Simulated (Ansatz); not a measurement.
Here is the system:

```
CELL_PARAMETERS angstrom
      3.29994     0.00000     0.00000
     -1.64997     2.85783     0.00000
      0.00000     0.00000    11.89849
ATOMIC_POSITIONS crystal
  Nb 0.33333 0.66667 0.40538
  Nb 0.66667 0.33333 0.59462
  Nb 0.66667 0.33333 0.90538
  Nb 0.33333 0.66667 0.09462
  As 0.66667 0.33333 0.25000
  As 0.33333 0.66667 0.75000
  C  0.00000 0.00000 0.50000
  C  0.00000 0.00000 0.00000
```

Calculation: PBEsol, DFPT electron-phonon coupling, linearised Boltzmann equation (plane waves, PAW, scalar-relativistic; Ansatz, a quantum-chemistry and plane-wave program). Cell: relaxed with this functional, without spin-orbit coupling.

### Question
Predict the intrinsic resistivity at 300 K.

### Answer
19.2 (x), 19.2 (y), 14.9 (z) μΩ·cm.

### Question
How long is the mean free path there?

### Answer
7.5 nm, weighted by the current that each state carries. Wires not much wider than this gain resistivity from their walls.

A metal at this level (no band gap). Only scattering by harmonic phonons is included (no impurities, grain boundaries, electron-electron scattering or thermal expansion). Spin-orbit coupling is left out. Halving the electron mesh (28x28x8) moves the resistivity by up to 3 % at 300 K, the mean free path by up to 7 %. Smearing 0.20 eV; phonons on a 5x5x2 q mesh, which this run doesn't test.

Computed structure with no diffraction record at hand here (it may be known, metastable or hypothetical): Nb2CAs (P6_3/mmc).
